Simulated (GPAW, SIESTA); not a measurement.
A GPAW input for a self-consistent single point of YSi3Ir (I4mm, 5 atoms in the cell) (DFT PBEsol, plane waves, GPAW PAW datasets PBEsol (made by gpaw-setup)):

```python
from ase import Atoms
from ase.units import GPa
from gpaw import GPAW, PW, FermiDirac

atoms = Atoms(['Y', 'Si', 'Si', 'Si', 'Ir'],
              cell=[[-2.132810, 2.132810, 4.997204],
                    [2.132810, -2.132810, 4.997204],
                    [2.132810, 2.132810, -4.997204]],
              positions=[[-0.000000, 0.000000, 9.977817],
                         [0.000000, -0.000000, 4.140883],
                         [2.132810, 0.000000, 2.645220],
                         [0.000000, 2.132810, 2.645220],
                         [-0.000000, 0.000000, 6.516454]],
              pbc=True)

calc = GPAW(mode=PW(600),
            xc='PBEsol',
            kpts=(9, 9, 9),
            occupations=FermiDirac(0.1),
            nbands=-13,
            convergence={'forces': 0.001},
            symmetry={'symmorphic': False, 'tolerance': 0.0005},
            maxiter=150)

atoms.calc = calc

energy = atoms.get_potential_energy()
print('Energy (eV):', round(energy, 6))
forces = atoms.get_forces()
print('Forces (eV/Ang):')
print(forces.round(5))
stress = atoms.get_stress()
print('Stress (GPa, Voigt):', (stress / GPa).round(4))
```

Translate this input to SIESTA.

This is the input that was run; spellings and numerical settings could be chosen otherwise.

```
# files in the folder: Y.psml Si.psml Ir.psml (PseudoDojo PBEsol standard)
SystemName  YSi3Ir
SystemLabel YSi3Ir

NumberOfAtoms                5
NumberOfSpecies              3
%block ChemicalSpeciesLabel
  1 39 Y
  2 14 Si
  3 77 Ir
%endblock ChemicalSpeciesLabel
LatticeConstant              1.0 Bohr
%block LatticeVectors
    -4.030426776    4.030426776    9.443346949
     4.030426776   -4.030426776    9.443346949
     4.030426776    4.030426776   -9.443346949
%endblock LatticeVectors
AtomicCoordinatesFormat      ScaledCartesian
%block AtomicCoordinatesAndAtomicSpecies
    -0.000000000    0.000000000   18.855341986  1
     0.000000000   -0.000000000    7.825135016  2
     4.030426776    0.000000000    4.998741274  2
     0.000000000    4.030426776    4.998741274  2
    -0.000000000    0.000000000   12.314313288  3
%endblock AtomicCoordinatesAndAtomicSpecies

XC.functional                GGA
XC.authors                   PBEsol
PAO.BasisSize                DZP
PAO.EnergyShift              0.01 Ry
MeshCutoff                   300 Ry
%block kgrid.MonkhorstPack
    9   0   0  0.0
    0   9   0  0.0
    0   0   9  0.0
%endblock kgrid.MonkhorstPack
OccupationFunction           FD
ElectronicTemperature        100.0 meV

MaxSCFIterations             150
SCF.Mixer.Method             Broyden
SCF.Mixer.Weight             0.1
SCF.Mixer.History            8
SCF.DM.Tolerance             1.0E-05
Diag.ParallelOverK           true
WriteForces                  true
```

Basis, cutoffs, solver keys and any potentials are the target program's own. This input uses DFT, GGA PBEsol, numerical atomic orbitals DZP, PseudoDojo PBEsol standard norm-conserving potentials (rewritten from UPF to PSML).

The starting cell comes from a database of computed structures (which also holds hypothetical and non-ambient phases and stackings), without a prior relaxation at this level. Its lattice was rescaled by a random factor within 2.5 % of one.
